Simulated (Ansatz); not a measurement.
**Worked example: self-consistent single point of CoGa (Pm-3m, 2 atoms in the cell) in Ansatz (a quantum-chemistry and plane-wave program)**

Computed with PBE (plane waves, PAW; Ansatz).

The input file:

Ansatz 0.2 input:
```yaml
# CoGa
crystal:
  lattice:
    - [2.888640, 0.000000, 0.000000]
    - [0.000000, 2.888640, 0.000000]
    - [0.000000, 0.000000, 2.888640]
  atoms:
    - { symbol: Ga, position: [0.500000, 0.500000, 0.500000] }
    - { symbol: Co, position: [0.000000, 0.000000, 0.000000] }
basis:
  ecutwfc: 420.0
kpoints:
  mp_grid: { grid: [11, 11, 11] }
hamiltonian:
  xc: pbe
  pseudopotentials: { kind: paw }
scf:
  occupations: { method: gaussian, width: 0.1 }
output:
  forces: true
  eigenvalues: true
  stress: true
```

Log, with long lists cut:

```
WARN ansatz: RAYON_NUM_THREADS=1 ignored (pool sized by the plan → 1); use --threads N
Pseudopotentials: kind: paw
Pseudopotential: Ga, paw, valence charge 13
Pseudopotential: Co, paw, valence charge 17
Crystal: 2 atoms, lattice volume = 24.104 Å³
Basis set: ecut = 420 eV, 461 PW (Γ), exchange–correlation on 40×40×40 points (8 copies of the dense FFT grid, shifted against one another)
Bands: 19, of which v1, the nominal top of the filled ones, is band 15 counted from 1 (14 counted from 0)
Symmetry: 48 space group operations
Space group: Pm-3m (ITA 221), of the structure as read, at distance tolerance 2.9e-5 Å
k-points: 56 of 1331
Initial density: superposition of atomic densities (neutral atoms: chi_scale 0, normalization atom), corrected by the library's trained network
Initial wavefunctions: pseudopotential atomic-orbital guess
Eigensolver: davidson
Functional: x = pbe(κ = 0.804, μ = 0.2195149727645171), c = pbe(β = 0.06672455060314922)
SCF iter   1: F=—  HF=-8909.684660 eV  |F-HF|=—  |Δ(HF+E_count)|=         —  Δρ=3.05e-3  dr2=1.12e-3  ethr=1.77e-3  ⟨swp⟩=5.2  Hψ=4338  notcnv=0
all-band conjugate gradients solve this SCF's bands
preconditioner: auto → none
SCF iter   2: F=—  HF=-8909.684760 eV  |F-HF|=—  |Δ(HF+E_count)|=   9.96e-5  Δρ=1.66e-3  dr2=3.52e-4  ethr=3.75e-6  ⟨swp⟩=2.1  Hψ=2240  notcnv=0
SCF iter   3: F=—  HF=-8909.684769 eV  |F-HF|=—  |Δ(HF+E_count)|=   9.39e-6  Δρ=1.56e-4  dr2=3.20e-6  ethr=1.17e-6  ⟨swp⟩=1.4  Hψ=1089  notcnv=0
SCF iter   4: F=—  HF=-8909.684711 eV  |F-HF|=—  |Δ(HF+E_count)|=   5.83e-5  Δρ=8.15e-5  dr2=4.83e-7  ethr=1.07e-8  ⟨swp⟩=2.0  Hψ=1664  notcnv=0
iter 5 did not close the SCF: its close was put off for the readings that it lacked (scf_convergence_deferred on its scf_iter line)
SCF iter   5: F=-8909.684711 eV  HF=-8909.684711 eV  |F-HF|=3.10e-8  |Δ(HF+E_count)|=   3.04e-7  Δρ=2.89e-5  dr2=4.85e-8  ethr=1.61e-9  ⟨swp⟩=2.0  Hψ=1530  notcnv=0
SCF iter   6: F=-8909.684711 eV  HF=-8909.684711 eV  |F-HF|=1.03e-9  |Δ(HF+E_count)|=   3.61e-8  Δρ=4.59e-6  dr2=2.71e-9  ethr=1.62e-10  ⟨swp⟩=2.3  Hψ=3855  notcnv=0
SCF 1 converged in 6 iterations: F = -8909.684711 eV  dr2 = 2.71e-9
SCF converged after 6 iterations
Free energy (F): -8909.684711 eV
Harris-Foulkes:  -8909.684711 eV  (|F-HF|=1.03e-9)
Internal energy: -8909.678324 eV  (E = F + TS)
E sigma→0 (E₀):  -8909.681517 eV
Entropy (-TS):   -0.006387 eV (-3.193 meV/atom)
Fermi energy:    16.697503 eV
--- Per-component energies (eV) ---
  E_band       = -222.442996
  E_kinetic    = 572.923604
  E_local      = -4507.342077  (includes V_loc(G=0)·N_el)
  E_nonlocal   = 884.673450
  E_hartree    = 1999.665902
  E_xc         = -228.727414
  E_vxc        = -264.204508  (∫ρ·V_xc dr)
  E_paw        = -3508.495852  (= ΣΔE_a)
  E_vpaw       = -907.828931  (= ΣTr[D̂ρ^β])
  E_aug_tail   = -0.000002  (compensation charges beyond the density's cutoff)
  E_ewald      = -4122.375935
  E_smearing   = -0.006387  (= −TS)
  E_closure    = -0.000000  (closes the sum)
  Σ components = -8909.684711   (vs F -8909.684711, Δ=0.00e0)
--- Forces (eV/Å), atoms counted from 1 ---
  atom   1  Ga     0.00000000    -0.00000000    -0.00000000
  atom   2  Co    -0.00000000    -0.00000000    -0.00000000
  max |Σ_I F_I| component: 1.72e-29 eV/Å
--- Stress (GPa, compression-positive) ---
       -1.285644      -0.000000       0.000000
        0.000000      -1.285644       0.000000
        0.000000       0.000000      -1.285644
  P = ⅓ Tr σ = -1.2856 GPa (-12.856 kbar)
  The stress holds the Pulay correction. Without it, at fixed plane waves, as pw.x and ABINIT print it: P = -1.4082 GPa
--- Band table (eV; the first three rows and the last of 56) ---
  k-point 0: bands = ["-77.9691", "-41.2773", "-41.2773", "-41.2773", "1.5486", "1.5486", "1.8863", "1.8863", "1.8863", "4.6686", "14.1703", "14.1703", "15.9658", "15.9658", "15.9658", "21.8201", "21.8201", "21.8201", "27.5950"]
  k-point 1: bands = ["-77.9689", "-41.2802", "-41.2771", "-41.2771", "1.5528", "1.5698", "1.8786", "1.8786", "1.8880", "4.8237", "14.1390", "14.1876", "15.8631", "15.8631", "15.9664", "20.7044", "22.0927", "22.0927", "27.6231"]
  k-point 2: bands = ["-77.9684", "-41.2880", "-41.2764", "-41.2764", "1.5641", "1.6251", "1.8580", "1.8580", "1.8928", "5.2891", "13.9347", "14.2347", "15.6144", "15.6144", "15.9679", "18.8175", "22.8511", "22.8511", "27.7071"]
  k-point 55: bands = ["-77.9617", "-41.3061", "-41.3061", "-41.3061", "1.6336", "1.6379", "1.6379", "2.0355", "2.0355", "12.3846", "12.7019", "12.7019", "16.4017", "16.4017", "17.4835", "19.1845", "20.1496", "20.1496", "21.9867"]
```

The run converged in 6 iterations.

The starting cell has typed, rounded lattice constants, without a prior relaxation at this level. Its lattice was rescaled by up to half a per cent. Spin polarisation is off. Ansatz's pressure includes its estimate of the finite-basis (Pulay) stress.
